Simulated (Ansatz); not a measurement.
A computed series for hypothetical I4/mmm Ge: response to strain

Base system: Ge (space group I4/mmm, No. 139; a = 6.9495 Å, c = 4.0106 Å; a hypothetical phase, not in the database extracts checked; relaxed with 0.1 eV smearing). Axes: x, y, z lie along a, b, c of the conventional cell.

Strains are applied to the cell and any free atomic positions relax; under biaxial strain the out-of-plane vector relaxes too.

Computed with DFT with PBEsol, PAW potentials and a 420 eV plane-wave cutoff in Ansatz (a program for electronic structure), no spin-orbit coupling.

Notes on the quantities. pressure: mean of the normal stresses, compression positive; energy relative to the base: free energy F.

| variant | volume per atom | space group | pressure | energy relative to the base |
|---|---|---|---|---|
| base | 24.21 Å³ | I4/mmm (No. 139) | 0.0 GPa | 0 meV/atom |
| biaxial strain −0.14 %, plane normal [001], relaxed out of plane | 24.16 Å³ | I4/mmm (No. 139) | 0.1 GPa | 0.0 meV/atom |
| biaxial strain +0.26 %, plane normal [001], relaxed out of plane | ___ | I4/mmm (No. 139) | ___ | +0.1 meV/atom |
| uniaxial strain ε_yy = −3.48 % | 23.37 Å³ | Immm (No. 71) | ___ | +9.6 meV/atom |
| uniaxial strain ε_yy = −0.33 % | 24.13 Å³ | Immm (No. 71) | ___ | +0.1 meV/atom |

Problem. Complete the table.

Solution. 
- biaxial strain +0.26 %, plane normal [001], relaxed out of plane, volume per atom: 24.31 Å³
- biaxial strain +0.26 %, plane normal [001], relaxed out of plane, pressure: -0.2 GPa
- uniaxial strain ε_yy = −3.48 %, pressure: 2.2 GPa
- uniaxial strain ε_yy = −0.33 %, pressure: 0.2 GPa

A biaxial case was relaxed in a doubled cell and then solved in the primitive one. No phonon test of stability was made.
